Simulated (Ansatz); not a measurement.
## The (100) surface of rock-salt TiN, B on all N sites of the second plane (bottom of the slab: a bare face, its two planes held)

These are PBE (plane waves to 420 eV, PAW; Ansatz, a program for electronic structure) values and carry that method's errors.

Slab: 12 atoms, 10.8 Å thick at the start with caps and adatoms (thin: gaps and levels are the slab's own); k 12x12x1, smearing 0.1 eV, dipole-corrected; 4 atoms held, the rest relaxed; held to the start's symmetry, so lower structures may exist; no spin, no spin-orbit, no U. In PBE it is, or lies within 0.01 eV a 1x1 cell of, the lowest of the 2 structures of its composition computed so far; subsurface sites and larger cells were not tried.

The work function of the top face is 3.25 eV, the energy released by relaxation is 0.13 eV and the cost is roughly 2.6 core-minutes.
